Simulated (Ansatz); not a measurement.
Worked example: self-consistent single point of HfTeSe (P3m1, 3 atoms in the cell) in Ansatz (a program for electronic structure).

Computed with PBEsol, harder PAW files (source: ansatz) made with PBE (plane waves; Ansatz).

```xyz
3
Lattice="3.8646 0.0000 0.0000 -1.9323 3.3468 0.0000 0.0000 0.0000 6.7357" Properties=species:S:1:pos:R:3 pbc="T T T"
Hf     0.0000     0.0000     6.6629
Te     1.9323     1.1156     1.6888
Se     0.0000     2.2312     5.1698
```

Reference input (self-consistent single point, DFT, PBEsol, plane waves, default PAW files made with PBE): basis.ecutwfc = 420 eV; kpoints.mp_grid.grid = 8 8 4; hamiltonian.xc = pbesol; hamiltonian.pseudopotentials = {kind: paw} (the program's default PAW files); scf.occupations.method = fermi_dirac; scf.occupations.width = 0.1 eV. This run's input differs from it in these lines:

Ansatz 0.2 input:
```diff
@@ -11,3 +11,3 @@
 basis:
-  ecutwfc: 420.0
+  ecutwfc: 770.0
 kpoints:
@@ -19,2 +19,3 @@
     kind: paw
+    source: ansatz
 scf:
```

Output, abridged:

```
SCF iter   1: F=—  HF=-27952.783847 eV  |F-HF|=—  |Δ(HF+E_count)|=         —  Δρ=1.31e-1  dr2=5.76e1  ethr=3.10e-3  ⟨swp⟩=6.7  Hψ=4991  notcnv=0
all-band conjugate gradients solve this SCF's bands
preconditioner: auto → LDOS
SCF iter   2: F=—  HF=-27953.687229 eV  |F-HF|=—  |Δ(HF+E_count)|=   9.03e-1  Δρ=1.09e-1  dr2=3.33e1  ethr=3.10e-3  ⟨swp⟩=6.8  Hψ=3875  notcnv=0  defer=2
   [... lines left out ...]
SCF iter   8: F=—  HF=-27944.941373 eV  |F-HF|=—  |Δ(HF+E_count)|=   6.01e-5  Δρ=2.91e-4  dr2=2.08e-4  ethr=1.46e-6  ⟨swp⟩=2.0  Hψ=1676  notcnv=0
SCF iter   9: F=—  HF=-27944.941341 eV  |F-HF|=—  |Δ(HF+E_count)|=   3.16e-5  Δρ=8.24e-5  dr2=1.98e-5  ethr=3.59e-7  ⟨swp⟩=2.4  Hψ=1749  notcnv=0
SCF iter  10: F=—  HF=-27944.941494 eV  |F-HF|=—  |Δ(HF+E_count)|=   1.53e-4  Δρ=2.42e-5  dr2=8.66e-7  ethr=3.42e-8  ⟨swp⟩=2.0  Hψ=1735  notcnv=0
SCF iter  11: F=-27944.941494 eV  HF=-27944.941494 eV  |F-HF|=3.18e-9  |Δ(HF+E_count)|=   1.72e-8  Δρ=7.37e-6  dr2=9.88e-8  ethr=1.72e-10  ⟨swp⟩=6.9  Hψ=7818  notcnv=0
SCF 1 converged in 11 iterations: F = -27944.941494 eV  dr2 = 9.88e-8
Free energy (F): -27944.941494 eV
Internal energy: -27944.923859 eV  (E = F + TS)
E sigma→0 (E₀):  -27944.932677 eV
Entropy (-TS):   -0.017635 eV (-5.878 meV/atom)
Fermi energy:    10.345910 eV
--- Forces (eV/Å), atoms counted from 1 ---
  atom   1  Hf    -0.00000000    -0.00000000    -0.78084934
  atom   2  Te     0.00000000     0.00000000     0.61857808
  atom   3  Se     0.00000000    -0.00000000     0.16217405
--- Stress (GPa, compression-positive) ---
       -1.434245       0.000000       0.000000
        0.000000      -1.434245       0.000000
        0.000000       0.000000       0.795121
  P = ⅓ Tr σ = -0.6911 GPa (-6.911 kbar)
  The stress holds the Pulay correction. Without it, at fixed plane waves, as pw.x and ABINIT print it: P = -0.6926 GPa
```

The run converged in 11 iterations. Against the reference run the pressure hardly changes (-0.72 to -0.69 GPa) and the largest force hardly changes (0.779 to 0.781 eV/Å).

The starting cell comes from a database of computed structures (which also holds hypothetical and non-ambient phases and stackings), without a prior relaxation at this level. Its lattice was rescaled by up to half a per cent. One atom was moved a little off its site on purpose. Spin-orbit coupling is off. Ansatz's pressure includes its estimate of the finite-basis (Pulay) stress.
